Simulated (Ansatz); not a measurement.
```yaml
crystal:
  lattice:
    - [3.05640, 0.00000, 0.00000]
    - [-1.52820, 2.64692, 0.00000]
    - [0.00000, 0.00000, 5.01584]
  atoms:
    - { symbol: Si, position: [0.66667, 0.33333, 0.00051] }
    - { symbol: Si, position: [0.33333, 0.66667, 0.50051] }
    - { symbol: C, position: [0.66667, 0.33333, 0.62469] }
    - { symbol: C, position: [0.33333, 0.66667, 0.12469] }
```

Another polymorph of this substance is known too; which is more stable was not tested here. Dynamical quadrupoles are not included in the interpolation of the phonons between the solved wave vectors.

Task: By how much do the lattice constants and the volume change from 300 K to 775 K (quasi-harmonic lattice dynamics, DFT at the LDA level (Ansatz, a first-principles code)), and how far does the bulk modulus soften?

Result: a by 0.19 %, c by 0.19 %, the volume by 0.56 %; B_T goes from 225 to 219 GPa. No phase change or melting is allowed for: the numbers belong to this structure as given.

The PAW data sets were generated under PBE and serve the other functionals too.
